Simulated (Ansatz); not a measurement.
# PbF2: transverse stress against strain

PbF2 (fluorite, Fm-3m, 17.103 Å³/atom at rest, cube axes along x, y and z) under a strain ε along a cube axis (axis z), the other axes held. PBEsol in Ansatz, a plane-wave DFT program (PAW, default set), 420 eV, 10×10×10 Γ-centred mesh, Fermi-Dirac smearing 0.05 eV; ions are relaxed within the symmetry of each cell. Stress is positive for a compressed cell.

Here s stands for strain and y for stress xx.

```csv
strain (%),stress xx (GPa)
-1.50,0.91
-1.00,0.59
-0.50,0.29
0.00,-0.01
0.50,-0.30
1.00,-0.57
1.50,-0.84
3.00,?
```

Task: Fit y against s with a straight line, and predict the withheld value at s = 3.00.

Result: Means: s 0, y 0.010. About the means, the sum of products is -4.0800 and the sum of squares of s is 7.0000; the slope is their ratio. Least squares gives y = 0.010 - 0.5829·s. Residuals (row less fit): 0.026, -0.003, -0.011, -0.020, -0.019, 0.003, 0.024; standard error 0.021 (degrees of freedom: 5). The slope gives the elastic constant C12 = 58 ± 0.8 GPa. At the withheld row, y = 0.010 - 0.5829 × 3.0 = -1.739 GPa. The calculation gives -1.59 GPa, 0.149 GPa above the prediction (6.0 % of the range of y in the table). The row lies outside the fitted rows, so this is an extrapolation. From the scatter of the fitted rows alone, a prediction at this place has a standard error of 0.032 GPa, so the miss is 4.7 times that.

One order more, fitted to all 13 runs of the series, follows each within 0.01, so the miss is the next term of a smooth law. PbF2 is here the β form. Rows are the converged runs of the series near zero and its far end; series whose fitted rows scatter by over a few per cent of the range, as at a crossing or softening among them, aren't shown in this form. Most that stay on the fit to the last digits aren't either.
